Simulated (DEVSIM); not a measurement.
# abrupt Si n-p junction

Device: abrupt Si n-p junction, at 300 K.

```
layer (left to right)  material  thickness (μm)  Nd (cm⁻³)  Na (cm⁻³)   τn (s)   τp (s)
---------------------  --------  --------------  ---------  ---------  -------  -------
1                            Si            27.0     1.8e18          -  0.00017  0.00017
2                            Si           0.730          -     7.4e14  0.00017  0.00017
```

Left contact: ohmic. Right contact: ohmic. Voltage is applied to the left contact. Recombination: SRH at mid-gap, radiative. Mobility is μmin + (μ − μmin)/(1 + (N/Nref)^α).

This is a model device: material constants are rounded textbook-type values typed into the input, and sizes, dopings and lifetimes were drawn at random. Values at 300 K.

```csv
parameter,Si
gap (eV),1.124
affinity (eV),4.05
permittivity,11.7
Nc (cm⁻³),2.86e19
Nv (cm⁻³),3.1e19
μn (cm²/Vs),1417
μp (cm²/Vs),470
"μn,min",52
"μp,min",45
"Nref,n",9.7e16
"Nref,p",2.2e17
αn,0.68
αp,0.72
B (cm³/s),4.7e-15
```

DEVSIM, 1D drift-diffusion, Boltzmann statistics, complete ionisation; no tunnelling, impact ionisation, image-force lowering or self-heating.

```yaml
potential_step_across_the_device_at_zero_bias: 0.777 V
largest_field_in_the_device_at_zero_bias: 74000 V/cm
Dark forward voltage at 1 A/cm²: 0.440 V
Dark forward voltage at 100 A/cm²: 0.597 V
```

Small-signal capacitance in reverse bias (quasi-static):

```tsv
V (V)	C (nF/cm²)
0.04	14.9
0.1	14.8
0.2	14.7
0.3	14.7
0.4	14.6
0.6	14.5
0.8	14.5
1	14.4
1.3	14.4
1.6	14.3
2	14.3
```

Dark reverse current:

```tsv
V (V)	J (A/cm²)
0.04	1.8e-7
0.10	2.5e-7
0.20	3.0e-7
0.30	3.4e-7
0.40	3.9e-7
0.60	4.8e-7
0.80	5.8e-7
1.00	6.7e-7
1.30	8.2e-7
1.60	9.6e-7
2.00	1.1e-6
```
